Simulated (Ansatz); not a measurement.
**Ansatz (an electronic-structure program) run on Sb (P6_3/mmc, 2 atoms in the cell): self-consistent single point**

Level of theory: LDA (PW92), default PAW files made with PBE (plane waves; Ansatz).

Input as run:

Ansatz 0.2 input:
```yaml
crystal:
  lattice:
    - [3.371303, 0.000000, 0.000000]
    - [-1.685651, 2.919634, 0.000000]
    - [0.000000, 0.000000, 5.497511]
  atoms:
    - { symbol: Sb, position: [0.333333, 0.666667, 0.250000] }
    - { symbol: Sb, position: [0.666667, 0.333333, 0.750000] }
basis:
  ecutwfc: 30.9 Ry
kpoints:
  mp_grid: { grid: [11, 11, 6] }
hamiltonian:
  xc: lda
  pseudopotentials: { kind: paw }
scf:
  occupations: { method: gaussian, width: 0.0073 Ry }
output:
  forces: true
  eigenvalues: true
  stress: true
```

Output (repeated stretches shortened):

```
WARN the atoms were moved onto the symmetric positions of the space group found under crystal.symmetry.tolerance 1.0e-5 (fractional …
WARN ansatz: RAYON_NUM_THREADS=1 ignored (pool sized by the plan → 1); use --threads N
Pseudopotentials: kind: paw
Pseudopotential: Sb, paw, valence charge 15
Crystal: 2 atoms, lattice volume = 54.112 Å³
Basis set: ecut = 420.4159175005146 eV, 1087 PW (Γ)
Bands: 19, of which v1, the nominal top of the filled ones, is band 15 counted from 1 (14 counted from 0)
Symmetry: 24 space group operations
Space group: P63/mmc (ITA 194), of the structure as read, at distance tolerance 3.8e-5 Å
k-points: 64 of 726
PAW frozen core: Sb, regenerated for the run's functional, and the local potential with it
Initial density: superposition of atomic densities (neutral atoms: chi_scale 0, normalization atom), corrected by the library's trained network
Initial wavefunctions: pseudopotential atomic-orbital guess
Eigensolver: davidson
Functional: x = slater, c = lda
SCF iter   1: F=—  HF=-12671.146494 eV  |F-HF|=—  |Δ(HF+E_count)|=         —  Δρ=6.51e-3  dr2=9.80e-3  ethr=1.77e-3  ⟨swp⟩=5.7  Hψ=5853  notcnv=0
all-band conjugate gradients solve this SCF's bands
preconditioner: auto → Kerker (q_TF=auto, 2.473 Å⁻¹)
SCF iter   2: F=—  HF=-12671.141552 eV  |F-HF|=—  |Δ(HF+E_count)|=   4.94e-3  Δρ=3.78e-3  dr2=3.57e-3  ethr=3.27e-5  ⟨swp⟩=1.7  Hψ=1804  notcnv=0
SCF iter   3: F=—  HF=-12671.140252 eV  |F-HF|=—  |Δ(HF+E_count)|=   1.30e-3  Δρ=6.98e-4  dr2=2.64e-4  ethr=1.19e-5  ⟨swp⟩=2.0  Hψ=1834  notcnv=0
SCF iter   4: F=—  HF=-12671.140335 eV  |F-HF|=—  |Δ(HF+E_count)|=   8.21e-5  Δρ=1.01e-3  dr2=2.47e-4  ethr=8.79e-7  ⟨swp⟩=2.0  Hψ=2146  notcnv=0
SCF iter   5: F=—  HF=-12671.140130 eV  |F-HF|=—  |Δ(HF+E_count)|=   2.04e-4  Δρ=5.30e-5  dr2=2.08e-6  ethr=8.25e-7  ⟨swp⟩=2.0  Hψ=2142  notcnv=0
SCF iter   6: F=—  HF=-12671.140130 eV  |F-HF|=—  |Δ(HF+E_count)|=   2.04e-7  Δρ=1.63e-5  dr2=1.90e-7  ethr=6.93e-9  ⟨swp⟩=1.0  Hψ=1197  notcnv=0
SCF iter   7: F=-12671.140130 eV  HF=-12671.140130 eV  |F-HF|=1.63e-8  |Δ(HF+E_count)|=   1.45e-9  Δρ=5.98e-6  dr2=1.64e-8  ethr=3.33e-10  ⟨swp⟩=6.9  Hψ=5491  notcnv=0
SCF 1 converged in 7 iterations: F = -12671.140130 eV  dr2 = 1.64e-8
SCF converged after 7 iterations
Free energy (F): -12671.140130 eV
Harris-Foulkes:  -12671.140130 eV  (|F-HF|=1.63e-8)
Internal energy: -12671.134852 eV  (E = F + TS)
E sigma→0 (E₀):  -12671.137491 eV
Entropy (-TS):   -0.005279 eV (-2.639 meV/atom)
Fermi energy:    11.265005 eV
--- Per-component energies (eV) ---
  E_band       = -298.167698
  E_kinetic    = 415.773071
  E_local      = -2886.591210  (includes V_loc(G=0)·N_el)
  E_nonlocal   = 730.984560
  E_hartree    = 1311.737197
  E_xc         = -276.114960
  E_vxc        = -195.070942  (∫ρ·V_xc dr)
  E_paw        = -8851.050147  (= ΣΔE_a)
  E_vpaw       = -986.746197  (= ΣTr[D̂ρ^β])
  E_aug_tail   = -0.000004  (compensation charges beyond the density's cutoff)
  E_ewald      = -3116.991005
  E_core_change = 1.117647  (= ΣΔE_core)
  E_smearing   = -0.005279  (= −TS)
  E_closure    = -0.000000  (closes the sum)
  Σ components = -12671.140130   (vs F -12671.140130, Δ=0.00e0)
--- Forces (eV/Å), atoms counted from 1 ---
  atom   1  Sb     0.00000000    -0.00000000     0.00000000
  atom   2  Sb    -0.00000000     0.00000000     0.00000000
  max |Σ_I F_I| component: 4.63e-18 eV/Å
--- Stress (GPa, compression-positive) ---
       -3.717253      -0.000000       0.000000
       -0.000000      -3.717253       0.000000
        0.000000       0.000000      -2.954972
  P = ⅓ Tr σ = -3.4632 GPa (-34.632 kbar)
  The stress holds the Pulay correction. Without it, at fixed plane waves, as pw.x and ABINIT print it: P = -3.5052 GPa
--- Band table (eV; the first three rows and the last of 64) ---
  k-point 0: bands = ["-17.9107", "-17.9015", "-17.8978", "-17.8978", "-17.8936", "-17.8936", "-17.8854", "-17.8854", "-17.8357", "-17.8357", "-1.6507", "2.0505", "5.5296", "14.7398", "14.7398", "16.3374", "16.3374", "16.5521", "19.1209"]
  k-point 1: bands = ["-17.9100", "-17.9020", "-17.9013", "-17.9013", "-17.8952", "-17.8952", "-17.8783", "-17.8783", "-17.8377", "-17.8377", "-1.5140", "1.4688", "6.3878", "14.8398", "14.8398", "15.2779", "16.2338", "16.2338", "19.2262"]
  k-point 2: bands = ["-17.9081", "-17.9038", "-17.9038", "-17.9035", "-17.8990", "-17.8990", "-17.8658", "-17.8658", "-17.8437", "-17.8437", "-1.1060", "0.4623", "8.2155", "12.8985", "15.1211", "15.1211", "15.9370", "15.9370", "19.5438"]
  k-point 63: bands = ["-17.9114", "-17.9114", "-17.8810", "-17.8810", "-17.8704", "-17.8704", "-17.8501", "-17.8501", "-17.8331", "-17.8331", "3.2207", "3.2207", "6.8986", "6.8986", "8.4820", "8.4820", "14.1339", "14.1339", "18.6996"]
```

The run converged in 7 iterations.

The starting cell comes from a database of computed structures (which also holds hypothetical and non-ambient phases and stackings), without a prior relaxation at this level. Its lattice was rescaled by up to half a per cent. Spin-orbit coupling is off. With a pressure of about -3 GPa the cell is away from its equilibrium volume at this level. Ansatz's pressure includes its estimate of the finite-basis (Pulay) stress.
